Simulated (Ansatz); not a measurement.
Structure of amorphous Hf₁₈O₃₇Ag₂ (periodic cell):

```xyz
57
Lattice="9.0699 -0.0056 0.0515 -0.0056 9.1217 -0.0338 0.0515 -0.0338 9.0207" Properties=species:S:1:pos:R:3 pbc="T T T"
Hf     7.0930     5.5769     4.6417
Hf     6.2330     4.9213     1.1653
Hf     3.9055     7.7654     6.0824
Hf     2.7306     1.9359     7.3307
Hf     4.5141     7.8950     2.9512
Hf     1.8908     1.9128     1.7446
Hf     4.6953     4.2287     6.6423
Hf     7.7103     8.5749     1.1880
Hf     7.8407     6.3778     7.6716
Hf     0.7844     7.9357     3.6294
Hf     1.7912     8.3270     8.7828
Hf     6.8711     8.9365     5.3900
Hf     5.0006     2.2295     3.9499
Hf     8.7032     2.2261     4.7949
Hf     8.3468     2.4210     8.0749
Hf     5.0918     1.5363     0.6816
Hf     3.0678     5.4685     0.2587
Hf     1.3902     4.7856     5.9828
O      1.8758     6.9061     1.1841
O      7.9191     7.1959     5.7665
O      8.8565     8.1870     8.4426
O      1.0461     1.8690     8.8284
O      0.6484     5.7671     7.4678
O      3.2105     7.0780     7.9732
O      7.4925     1.4834     6.5377
O      5.5479     7.0333     4.3957
O      3.1436     0.7857     0.1864
O      2.8380     7.9954     4.0049
O      2.4441     3.8584     1.3767
O      3.6284     2.6584     5.5143
O      8.4742     4.2118     5.3776
O      3.4236     5.6834     5.7252
O      5.6553     8.8944     1.5827
O      4.9395     0.2706     4.6812
O      6.9597     1.5834     3.9664
O      7.6744     4.1926     8.7425
O      0.1160     0.2359     4.8426
O      0.8938     2.6039     3.2883
O      4.5096     6.1059     1.8797
O      3.6977     1.3939     2.5417
O      7.4214     4.9701     2.7577
O      5.6611     8.2942     6.8935
O      6.3723     5.3977     6.6404
O      2.4870     0.0152     6.7554
O      7.0000     6.7754     0.5001
O      7.9092     7.7798     3.0166
O      4.9371     4.9041     8.6301
O      5.4660     3.0915     1.8821
O      0.9698     6.0620     4.3743
O      0.9346     2.6828     6.4180
O      2.7208     4.1182     7.6105
O      4.7546     2.3569     7.8732
O      5.6237     4.0432     4.6927
O      7.2037     1.3526     0.3588
O      0.7813     0.0647     1.7826
Ag     3.1533     4.9473     3.4856
Ag     0.4569     4.9450     2.0563
```

Computed with PBE, scalar-relativistic without spin-orbit coupling (plane waves to 420 eV, PAW; Ansatz, a first-principles code).

It comes from a melt-quench run on a machine-learned potential (CHGNet), relaxed afterwards by DFT. O atoms were pushed apart under 1.9 Å during the dynamics, to hinder bonds among them. The hot cell started wider than the set density and was brought back towards it in steps. It is the lowest in DFT energy of 2 quenches. It is a model cell: composition and starting density were chosen by hand, and all elements were melted together. No dispersion term was used. Its density started from a set value of 8.95 and ended at 8.95 g/cm³. The quench (nominally 380 K/ps over its main leg) was far faster than any real one, so the model tends to hold more defects than a real film. Values belong to this one cell and scatter from quench to quench. The volume was held where the preparation left it and the shape relaxed, at a PBE pressure of 0.3 GPa.

Bonds are counted up to Hf-Hf 3.34 Å, Hf-O 2.60 Å, Hf-Ag 3.27 Å, O-O 1.58 Å, O-Ag 2.53 Å, Ag-Ag 3.19 Å. Two cations that share two anions don't count as bonded, nor two that share one unless they lie closer than Hf-Hf 3.25 Å, Hf-Ag 3.18 Å, Ag-Ag 3.10 Å.

### Question
Give the coordination numbers, mean bond lengths and angles.

### Answer

```yaml
Mean coordination of Hf by anions: 6.06 (3 with 5, 11 with 6, 4 with 7); 1 close contacts or bonds to cations besides
Mean coordination of O: 3.08 (6 with 2, 22 with 3, 9 with 4)
Mean coordination of Ag by anions: 2.50 (1 with 2, 1 with 3); 3 close contacts or bonds to cations besides
Mean Hf-O bond: 2.132 Å (spread 0.119 Å, 109 counted)
Mean O-Ag bond: 2.364 Å (spread 0.089 Å, 5 counted)
Mean Ag-Ag close contact: 3.052 Å (spread 0.000 Å, 1 counted)
Bond angle at Hf: mean 102.8°, spread 28.9°
Bond angle at O: mean 113.1°, spread 18.6°
Bond angle at Ag: mean 105.9°, spread 39.7°
```

### Question
List the pairs of like atoms that count as bonded by the rules above.

### Answer
Ag56-Ag57 (3.05 Å).
